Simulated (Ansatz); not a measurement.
**What isotropic strain −2.71 % does to ZnS**

Take ZnS in the wurtzite structure (space group P6_3mc, No. 186; a = 3.8070 Å, c = 6.2462 Å) as the base.

It is then changed as follows: the cell is scaled by 0.9729 in all directions; the atoms relax in the strained cell.

All numbers come from r2SCAN/PAW in Ansatz (a first-principles code), without spin-orbit coupling, earlier PAW set. k-mesh 10×10×6 (Γ-centred); smearing 0.05 eV (Fermi–Dirac).

| quantity | base | changed | shift |
|---|---|---|---|
| volume per atom | 19.60 Å³ | 18.05 Å³ | -1.55 Å³ |
| space group | P6_3mc (No. 186) | P6_3mc (No. 186) | – |
| shortest interatomic distance | 2.334 Å | 2.272 Å | -0.062 Å |
| energy relative to the base (free energy F) | 0 meV/atom | +34 meV/atom | +34 meV/atom |
| band gap | 2.77 eV | 3.17 eV | +0.40 eV |
| gap character | direct at Γ | direct at Γ | – |
| mean gap deformation potential ΔEg/Δln V | – | -4.8 eV | – |
| width of the top valence band | 2.18 eV | 2.48 eV | +0.292 eV |
| electron mass | 0.18 mₑ along c, 0.21 mₑ across (at Γ) | 0.19 mₑ along c, 0.22 mₑ across (at Γ) | – |
| valence-band top at Γ (three highest levels, from the VBM) | 0.00, 0.00, -0.08 eV | 0.00, 0.00, -0.10 eV | – |

Cost of the whole job for the changed cell (relaxation, final SCF and bands): roughly 120 core-seconds.

Masses are band curvatures over ±0.01 Å⁻¹ around the edge. Whether these cells are dynamically stable was not tested.
